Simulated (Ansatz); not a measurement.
Take Nb5Si3 (space group I4/mcm, No. 140) as the base.

```
CELL_PARAMETERS angstrom
     -3.27432     3.27432     5.90315
      3.27432    -3.27432     5.90315
      3.27432     3.27432    -5.90315
ATOMIC_POSITIONS crystal
  Nb 0.01690 0.18471 0.50000
  Nb 0.98310 0.81529 0.50000
  Nb 0.18471 0.68471 0.16781
  Nb 0.81529 0.31529 0.83219
  Nb 0.68471 0.51690 0.50000
  Nb 0.31529 0.48310 0.50000
  Nb 0.51690 0.01690 0.83219
  Nb 0.48310 0.98310 0.16781
  Nb 0.50000 0.50000 0.00000
  Nb 0.00000 0.00000 0.00000
  Si 0.12935 0.62935 0.75870
  Si 0.87065 0.37065 0.24130
  Si 0.62935 0.87065 0.50000
  Si 0.37065 0.12935 0.50000
  Si 0.75000 0.75000 0.00000
  Si 0.25000 0.25000 0.00000
```

All numbers come from PBEsol (Ansatz, a quantum-chemistry and plane-wave program), no spin-orbit coupling.

For the base:

* **Pressure**: 0.0 GPa
* **Band gap**: zero

The change: the cell is scaled by 1.0056 in all directions; the atoms relax in the strained cell.

Problem. What does the calculation give for the energy relative to the base, pressure and band gap after the change?

Solution. The energy grows by 2.8 meV/atom; the pressure (mean of the normal stresses, compression positive) goes from zero to -3.3 GPa; the band gap stays zero.

No phonon test of stability was made. All final runs are without spin polarisation.
